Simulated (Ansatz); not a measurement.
# A self-consistent single point of a (110) slab of InP (cut from a parent of space group no. 216; 8 atoms in the cell) with Ansatz

Method: LDA (PW92), default PAW files made with PBE (plane waves; Ansatz, a first-principles code).

Input as run:

Ansatz 0.2 input:
```yaml
crystal:
  lattice:
    - [5.852390, 0.000000, 0.000000]
    - [0.000000, 4.138265, 0.000000]
    - [0.000000, 0.000000, 20.207412]
  atoms:
    - { symbol: In, position: [0.000000, 0.250000, 0.448801] }
    - { symbol: In, position: [0.500000, 0.750000, 0.346408] }
    - { symbol: In, position: [0.000000, 0.250000, 0.653592] }
    - { symbol: In, position: [0.500000, 0.750000, 0.551199] }
    - { symbol: P, position: [0.250000, 0.250000, 0.346408] }
    - { symbol: P, position: [0.750000, 0.750000, 0.448801] }
    - { symbol: P, position: [0.250000, 0.250000, 0.551199] }
    - { symbol: P, position: [0.750000, 0.750000, 0.653592] }
basis:
  ecutwfc: 420.0
kpoints:
  mp_grid:
    grid: [3, 5, 1]
hamiltonian:
  xc: lda
  pseudopotentials:
    kind: paw
scf:
  occupations:
    method: fermi_dirac
    width: 0.02
output:
  forces: true
  eigenvalues: true
  stress: true
```

Log, with long lists cut:

```
WARN ansatz: RAYON_NUM_THREADS=1 ignored (pool sized by the plan → 1); use --threads N
Pseudopotentials: kind: paw
Pseudopotential: In, paw, valence charge 13
Pseudopotential: P, paw, valence charge 5
Crystal: 8 atoms, lattice volume = 489.398 Å³
Basis set: ecut = 420 eV, 9513 PW (Γ)
Bands: 44, of which v1, the nominal top of the filled ones, is band 36 counted from 1 (35 counted from 0)
Symmetry: 4 space group operations
Space group: Pmn21 (ITA 31), of the structure as read, at distance tolerance 7.9e-5 Å
k-points: 6 of 15 (time reversal used)
PAW frozen core: In, regenerated for the run's functional, and the local potential with it
PAW frozen core: P, regenerated for the run's functional, and the local potential with it
Initial density: superposition of atomic densities (neutral atoms: chi_scale 0, normalization atom), corrected by the library's trained network
Initial wavefunctions: pseudopotential atomic-orbital guess
Eigensolver: davidson
Functional: x = slater, c = lda
SCF iter   1: F=—  HF=-24730.705992 eV  |F-HF|=—  |Δ(HF+E_count)|=         —  Δρ=4.75e-3  dr2=1.24e-1  ethr=1.77e-3  ⟨swp⟩=10.5  Hψ=1345  notcnv=0
all-band conjugate gradients solve this SCF's bands
preconditioner: auto → Resta (q_TF=auto, 1.982 Å⁻¹)
SCF iter   2: F=—  HF=-24730.677096 eV  |F-HF|=—  |Δ(HF+E_count)|=   2.89e-2  Δρ=1.90e-3  dr2=3.01e-2  ethr=1.73e-4  ⟨swp⟩=4.3  Hψ=612  notcnv=0  defer=13
SCF iter   3: F=—  HF=-24730.673225 eV  |F-HF|=—  |Δ(HF+E_count)|=   3.87e-3  Δρ=9.10e-4  dr2=1.16e-2  ethr=4.18e-5  ⟨swp⟩=4.3  Hψ=525  notcnv=0  defer=13
SCF iter   4: F=—  HF=-24730.671475 eV  |F-HF|=—  |Δ(HF+E_count)|=   1.75e-3  Δρ=2.76e-4  dr2=3.04e-4  ethr=1.61e-5  ⟨swp⟩=2.8  Hψ=346  notcnv=0  defer=13
SCF iter   5: F=—  HF=-24730.671485 eV  |F-HF|=—  |Δ(HF+E_count)|=   1.04e-5  Δρ=6.36e-5  dr2=3.91e-5  ethr=4.22e-7  ⟨swp⟩=2.8  Hψ=520  notcnv=0  defer=13
SCF iter   6: F=—  HF=-24730.671535 eV  |F-HF|=—  |Δ(HF+E_count)|=   4.96e-5  Δρ=2.11e-5  dr2=3.87e-6  ethr=5.42e-8  ⟨swp⟩=2.7  Hψ=441  notcnv=0  defer=13
SCF iter   7: F=—  HF=-24730.671535 eV  |F-HF|=—  |Δ(HF+E_count)|=   2.40e-7  Δρ=5.95e-6  dr2=3.55e-7  ethr=5.37e-9  ⟨swp⟩=2.5  Hψ=417  notcnv=0  defer=13
SCF iter   8: F=-24730.671535 eV  HF=-24730.671535 eV  |F-HF|=7.15e-9  |Δ(HF+E_count)|=   1.87e-8  Δρ=1.50e-6  dr2=2.05e-8  ethr=1.39e-10  ⟨swp⟩=14.2  Hψ=1320  notcnv=0
SCF 1 converged in 8 iterations: F = -24730.671535 eV  dr2 = 2.05e-8
SCF converged after 8 iterations
Free energy (F): -24730.671535 eV
Harris-Foulkes:  -24730.671535 eV  (|F-HF|=7.15e-9)
Internal energy: -24730.671535 eV  (E = F + TS)
E sigma→0 (E₀):  -24730.671535 eV
Entropy (-TS):   -0.000000 eV (-0.000 meV/atom)
Fermi energy:    0.095876 eV
--- Per-component energies (eV) ---
  E_band       = -715.520035
  E_kinetic    = 1249.827305
  E_local      = -29023.750776  (includes V_loc(G=0)·N_el)
  E_nonlocal   = 1622.339939
  E_hartree    = 13661.912166
  E_xc         = -1093.209635
  E_vxc        = -640.595029  (∫ρ·V_xc dr)
  E_paw        = -18222.353800  (= ΣΔE_a)
  E_vpaw       = -1247.177178  (= ΣTr[D̂ρ^β])
  E_aug_tail   = 0.000116  (compensation charges beyond the density's cutoff)
  E_ewald      = 7072.955598
  E_core_change = 1.607552  (= ΣΔE_core)
  E_smearing   = -0.000000  (= −TS)
  E_closure    = -0.000000  (closes the sum)
  Σ components = -24730.671535   (vs F -24730.671535, Δ=0.00e0)
--- Forces (eV/Å), atoms counted from 1 ---
  atom   1  In     0.09943280    -0.00000000    -0.05934468
  atom   2  In    -0.93100014     0.00000000     1.14441958
  atom   3  In    -0.93100014     0.00000000    -1.14441958
  atom   4  In     0.09943280    -0.00000000     0.05934468
  atom   5  P      0.29336711    -0.00000000    -0.87271310
  atom   6  P      0.53819750    -0.00000000    -0.47975707
  atom   7  P      0.53819750    -0.00000000     0.47975707
  atom   8  P      0.29336711    -0.00000000     0.87271310
  max |Σ_I F_I| component: 5.46e-6 eV/Å
--- Stress (GPa, compression-positive) ---
       -1.163528       0.000000      -0.000000
        0.000000      -1.062575      -0.000000
       -0.000000      -0.000000      -0.187176
  P = ⅓ Tr σ = -0.8044 GPa (-8.044 kbar)
  The stress holds the Pulay correction. Without it, at fixed plane waves, as pw.x and ABINIT print it: P = -0.8189 GPa
--- Band table (eV; the first three rows and the last of 6) ---
  k-point 0: bands = ["-14.5345", "-14.4958", "-14.4337", "-14.4251", "-14.3938", "-14.3711", "-14.3686", "-14.3425", "-14.3248", "-14.2942", "-14.2855", "-14.2806", "-14.2670", "-14.2573", "-14.2387", "-14.2217", "-14.1893", "-14.1798", "-14.1635", [...]
  k-point 1: bands = ["-14.5253", "-14.5016", "-14.4510", "-14.4309", "-14.3957", "-14.3866", "-14.3634", "-14.3340", "-14.3066", "-14.2976", "-14.2736", "-14.2706", "-14.2631", "-14.2593", "-14.2391", "-14.2306", "-14.1950", "-14.1732", "-14.1694", [...]
  k-point 2: bands = ["-14.5234", "-14.5206", "-14.4760", "-14.4623", "-14.3868", "-14.3867", "-14.3531", "-14.3410", "-14.2948", "-14.2929", "-14.2635", "-14.2589", "-14.2546", "-14.2506", "-14.2311", "-14.2299", "-14.1972", "-14.1888", "-14.1490", [...]
  k-point 5: bands = ["-14.5086", "-14.5059", "-14.4702", "-14.4643", "-14.3855", "-14.3852", "-14.3593", "-14.3556", "-14.2906", "-14.2889", "-14.2746", "-14.2731", "-14.2652", "-14.2644", "-14.2295", "-14.2288", "-14.1874", "-14.1839", "-14.1509", [...]
```

The run converged in 8 iterations.

The starting cell has typed, rounded lattice constants, without a prior relaxation at this level. The slab is cut from that crystal, and its faces are unrelaxed. Its lattice was rescaled by up to half a per cent. Spin polarisation is off, though cut faces can carry moments; a gap of a slab can lie between surface states. Forces in this geometry exceed 1 eV/Å.
